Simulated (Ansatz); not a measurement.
# Response to strain in ZrSnTe

Base system: ZrSnTe (space group P4/nmm, No. 129; a = 4.044 Å, c = 8.678 Å; a cell from a computed database, its experimental status unchecked). Axes: x, y, z lie along a, b, c of the conventional cell.

Strains are applied to the cell and any free atomic positions relax; under biaxial strain the out-of-plane vector relaxes too.

Level of theory: PBEsol (Ansatz, a program for electronic structure, PAW, no SOC).

Notes on the quantities. pressure: mean of the normal stresses, compression positive.

```csv
variant,pressure,volume per atom
base,0.0 GPa,23.66 Å³
"biaxial strain −2.31 %, plane normal [001], relaxed out of plane",3.4 GPa,22.90 Å³
"biaxial strain +4.32 %, plane normal [001], relaxed out of plane",-4.8 GPa,25.25 Å³
uniaxial strain ε_zz = −0.84 %,0.8 GPa,23.46 Å³
```

No phonon test of stability was made. The final runs are not spin-polarised.
